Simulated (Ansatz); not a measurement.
For GeSb2Te4 (model structure, started from the GeSb2Te4 type, R-3m, No. 166, 7 atoms in the cell), PBEsol (Ansatz, a first-principles code, plane waves, PAW) gives:

```
Property                    Value
-------------------  ------------
lattice parameter a       4.243 Å
lattice parameter c      40.211 Å
bulk modulus             39.3 GPa
cohesive energy      3.21 eV/atom
band gap                  0.11 eV
```

Question: What does r²SCAN (Ansatz, plane waves, PAW) give for the same quantities?

Answer: 
- lattice constant a: 4.283 Å (increases by 0.9 %)
- lattice parameter c: 42.331 Å (goes up by 5.3 %)
- bulk modulus: 20.8 GPa (falls by 47 %)
- cohesive energy: 2.67 eV/atom (decreases by 0.54 eV/atom)
- band gap: 0.52 eV (goes up by 0.41 eV)

Changes are worked out from the printed values.

Unless a cell is named, each level is at its own relaxed cell (PBEsol 29.85, r²SCAN 32.02 Å³/atom).

Levels without +SOC leave out spin–orbit coupling, which shifts energies and cells of such heavy elements.

Spin–orbit coupling is included only where a level's name says +SOC; with heavier elements it mostly lowers gaps and can invert bands. Density-functional gaps are differences of (generalised) Kohn–Sham levels.

Caveats: the bulk modulus is −V dP/dV from two relaxed cells at ±2 % in volume (PBEsol, r²SCAN). Ansatz's density-functional and Hartree–Fock values are scalar-relativistic unless marked +SOC, with PAW data made under PBE.

A model structure was made by putting elements into a prototype or built by hand; it is no filed structure, need not be a known phase, and can be a saddle point held by its symmetry.
